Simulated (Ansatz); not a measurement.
Here is the system:

```
CELL_PARAMETERS angstrom
      0.00000     2.39878     2.60637
      2.39878     0.00000     2.60637
      2.39878     2.39878     0.00000
ATOMIC_POSITIONS crystal
  Y  0.00000 0.00000 0.00000
  N  0.50000 0.50000 0.50000
```

Level of theory: r2SCAN, rigid bands (plane waves, PAW, scalar-relativistic; Ansatz, an electronic-structure program). Condition of this run: uniaxial stress along [001] of -15 GPa (compression positive) (the target of the relaxation). Geometry: cell and atoms relaxed with PBEsol, then loaded as said.

Problem. What conductivity effective mass do dilute holes have at 300 K?

Solution. 0.35 (x), 0.35 (y), 1.84 (z) mₑ.

Problem. What conductivity effective mass do dilute electrons have at 300 K?

Solution. 0.28 (x), 0.28 (y), 0.191 (z) mₑ.

Problem. And the band gap?

Solution. 0.47 eV at this level; semilocal functionals usually fall short of the measured gap.

Rigid bands, one relaxation time for all states, no polarons. Spin-orbit coupling is left out; where it splits the top of the valence band it changes the hole mass and lowers the gap by about a third of the splitting. Geometry: cell and atoms relaxed with PBEsol.
